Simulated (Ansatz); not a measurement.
bcc Ti (high-temperature phase) was calculated with PBEsol in Ansatz (plane waves, PAW).

Numerical settings: plane-wave cutoff 520 eV, 24×24×24 k mesh, Fermi–Dirac smearing 0.05 eV, no spin polarisation, scalar-relativistic PAW data made under PBE.

Cell (relaxed at this level):

```cif
data_Ti
_chemical_formula_sum 'Ti1'
_space_group_name_H-M_alt 'P 1'
_space_group_IT_number 1
_cell_length_a 2.77967
_cell_length_b 2.77967
_cell_length_c 2.77967
_cell_angle_alpha 109.471
_cell_angle_beta 109.471
_cell_angle_gamma 109.471
loop_
_space_group_symop_operation_xyz
  'x, y, z'
loop_
_atom_site_label
_atom_site_type_symbol
_atom_site_fract_x
_atom_site_fract_y
_atom_site_fract_z
_atom_site_occupancy
Ti1 Ti 0.00000 0.00000 0.00000 1
```

### Question
Predict the bulk modulus B0.

### Answer

* **bulk modulus B0**: 113 GPa

The run finds no gap.

Note: the bulk modulus is −V dP/dV from two relaxed cells at ±2 % in volume; symmetry holds this phase in the static calculation, where it need not be a minimum; held by symmetry at 0 K, a high-temperature phase can be a saddle point; the volume lies 6 % below that of the published cell.

Static lattice: no zero-point or thermal effects.

Ansatz is an electronic-structure program.
